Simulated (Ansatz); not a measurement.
Input:

```
MgTe
1.0
    4.56100     0.00000     0.00000
   -2.28050     3.94994     0.00000
    0.00000     0.00000     7.41100
Mg Te
2 2
Direct
  0.33333   0.66667   0.99658
  0.66667   0.33333   0.49658
  0.33333   0.66667   0.37342
  0.66667   0.33333   0.87342
```

Method: PBEsol with spin-orbit coupling, rigid bands (plane waves, PAW; Ansatz, a first-principles code). Geometry: cell and atoms relaxed with PBEsol.

Question: What conductivity effective mass do dilute electrons have at 300 K?

Answer: 0.180 (x), 0.180 (y), 0.161 (z) mₑ.

Question: Predict the hole conductivity mass (n e² τ/σ) at 300 K, by direction if it differs.

Answer: 1.34 (x), 1.34 (y), 0.89 (z) mₑ.

Question: And the band gap?

Answer: 2.13 eV at this level; semilocal functionals usually fall short of the measured gap.

Rigid bands, one relaxation time for all states, no polarons.
